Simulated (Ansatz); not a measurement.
The starting structures come from a database of crystals and need not be the phases stable at ambient conditions.

Inside the gap of an insulator the Bloch states are evanescent, with a wavenumber k + iκ along the transport direction.

Here is the system:

```yaml
crystal:
  lattice:
    - [8.04268, 0.00000, 0.00000]
    - [0.00000, 8.11028, 0.00000]
    - [4.02134, 0.00000, 4.10614]
  atoms:
    - { symbol: Sr, position: [0.00880, 0.25000, 0.99180] }
    - { symbol: Sr, position: [0.00060, 0.75000, 0.00820] }
    - { symbol: Sr, position: [0.51500, 0.25000, 0.99260] }
    - { symbol: Sr, position: [0.50760, 0.75000, 0.00740] }
    - { symbol: Ta, position: [0.01270, 0.00790, 0.48380] }
    - { symbol: Ta, position: [0.49650, 0.99210, 0.51620] }
    - { symbol: Ta, position: [0.01270, 0.49210, 0.48380] }
    - { symbol: Ta, position: [0.49650, 0.50790, 0.51620] }
    - { symbol: N, position: [0.53760, 0.75000, 0.48900] }
    - { symbol: N, position: [0.02660, 0.25000, 0.51100] }
    - { symbol: N, position: [0.25770, 0.00000, 0.00000] }
    - { symbol: N, position: [0.25770, 0.50000, 0.00000] }
    - { symbol: O, position: [0.95100, 0.75000, 0.51380] }
    - { symbol: O, position: [0.46480, 0.25000, 0.48620] }
    - { symbol: O, position: [0.76020, 0.46290, 0.47460] }
    - { symbol: O, position: [0.23480, 0.53710, 0.52540] }
    - { symbol: O, position: [0.76020, 0.03710, 0.47460] }
    - { symbol: O, position: [0.23480, 0.96290, 0.52540] }
    - { symbol: O, position: [0.73190, 0.00000, 0.00000] }
    - { symbol: O, position: [0.73190, 0.50000, 0.00000] }
```

Space group of this cell: Ama2. The cell is taken as given; by PBEsol its mean pressure is -6.5 GPa.

Transport runs along the normal of the first two printed cell vectors.

The gap is the functional's own, uncorrected, and κ follows it; spin-orbit coupling is left out. Mid-gap values are interpolated between the computed energies.

### Question
Predict the band gap and the smallest decay constant κ at mid-gap from Ansatz (a quantum-chemistry and plane-wave program) with PBEsol.

### Answer
Gap 1.08 eV on a 8×4×8 mesh; κ = 0.184 1/Å, at the zone centre.
